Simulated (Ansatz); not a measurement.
Base system: CaZrF$_{6}$ (space group Fm-3m, No. 225; a = 8.511 Å; a cell from a computed database, its experimental status unchecked).

Now apply this change: cell and atoms relaxed at a pressure of 10 GPa.

Levels (all Ansatz, a program for electronic structure, PAW): PBEsol (420 eV, scalar-relativistic without spin-orbit coupling); HSE06 (420 eV, no spin-orbit coupling).

The geometry is relaxed with PBEsol.

| Quantity | Value |
|---|---|
| PBEsol lowest conduction level above the VBM at special points | Γ 7.39 eV; X 7.43 eV; U 7.58 eV |

With HSE06 at the same geometry, the lowest conduction level above the VBM at special points becomes Γ 9.74 eV; X 9.78 eV; U 9.92 eV (PBEsol: Γ 7.39 eV; X 7.43 eV; U 7.58 eV).

Single points use the geometry relaxed with PBEsol. The levels and masses belong to the bands next to the band gap. Load acts through the strain it causes; cell and atoms are relaxed under it. Whether these cells are dynamically stable was not tested. Competing high-pressure phases were not computed.
